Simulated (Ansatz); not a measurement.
Start from Rb in the bcc (W type) structure (space group Im-3m, No. 229; a = 5.6752 Å; relaxed with 0.1 eV smearing).

Structures relaxed with PBE (Ansatz, a first-principles code, PAW, no spin-orbit coupling).

Base:

Simulated powder pattern, Cu Kα, λ = 1.54184 Å (kinematic, ideal powder, no thermal factors, no anomalous dispersion; the 10 strongest lines at most, above 2 %, up to 2θ = 90°):

| 2θ (°) | I/Imax (%) | hkl |
|---|---|---|
| 22.15 | 100 | (110) |
| 31.53 | 20 | (200) |
| 38.87 | 46 | (211) |
| 45.19 | 15 | (220) |
| 50.88 | 21 | (310) |
| 61.10 | 23 | (321) |
| 70.38 | 11 | (411) |
| 74.82 | 6.4 | (420) |
| 79.16 | 5.6 | (332) |
| 87.68 | 13 | (510) |

After one change:

Simulated powder pattern, Cu Kα, λ = 1.54184 Å (kinematic, ideal powder, no thermal factors, no anomalous dispersion; the 10 strongest lines at most, above 2 %, up to 2θ = 90°):

| 2θ (°) | I/Imax (%) |
|---|---|
| 21.60 | 100 |
| 30.74 | 21 |
| 37.89 | 46 |
| 44.03 | 15 |
| 49.55 | 21 |
| 59.45 | 24 |
| 68.43 | 12 |
| 72.70 | 6.6 |
| 76.87 | 5.6 |
| 85.03 | 13 |

Name the change that was made.
A) isotropic strain +1.00 %
B) isotropic strain −1.50 %
C) isotropic strain +2.50 %
D) isotropic strain +1.50 %

C, isotropic strain +2.50 %. Its volume per atom is 98.42 Å³ against 91.39 Å³, and its space group is Im-3m (No. 229).

No phonon test of stability was made.
